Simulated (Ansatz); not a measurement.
**What pressure 2.1 GPa does to GaAs**

Start from GaAs in the zinc blende structure (space group F-43m, No. 216; a = 5.6667 Å).

Perturbation: a hydrostatic pressure of 2.1 GPa.

Level of theory: Kohn–Sham DFT with the r2SCAN functional, run in Ansatz (a quantum-chemistry and plane-wave program) with PAW and 500 eV plane waves, without spin-orbit coupling. Settings: 10×10×10 k-points, 0.05 eV Fermi–Dirac smearing.

The density goes up by 0.15 g/cm³ (5.28 g/cm³ → 5.43 g/cm³) and the lattice parameter a decreases by 0.051 Å to 5.616 Å. The enthalpy H = E + PV relative to the base's energy comes out as +0.29 eV/atom and the band gap increases by 0.22 eV to 1.18 eV. The gap character stays direct at Γ and the mean gap deformation potential ΔEg/Δln V comes out as -8.1 eV. The width of the top valence band rises by 0.13 eV to 3.53 eV and the electron mass becomes 0.061 mₑ (at Γ) (base: 0.051 mₑ (at Γ)). The hole mass (degenerate bands, along [100]) changes from 0.050, 0.34, 0.34 mₑ (at Γ) to 0.060, 0.33, 0.33 mₑ (at Γ) and the valley order (the lowest conduction-band minima on the path, energy above the VBM, named in the base's zone) goes from Γ 0.96 eV; L along ⟨111⟩ 1.35 eV; a point along ⟨100⟩, about 1.0 Å⁻¹ from Γ 1.72 eV to Γ 1.18 eV; L along ⟨111⟩ 1.44 eV; a point along ⟨100⟩, about 1.0 Å⁻¹ from Γ 1.68 eV.

Cost of the whole job for the changed cell (relaxation, final SCF and bands): roughly 30 core-seconds.

Load acts through the strain it causes; cell and atoms are relaxed under it. Masses are band curvatures over ±0.01 Å⁻¹ around the edge. Whether these cells are dynamically stable was not tested. Tetrahedral semiconductors of this kind turn to denser phases somewhere between about 1 and 50 GPa; those were not computed, so compressed cells here can lie past the real transition.
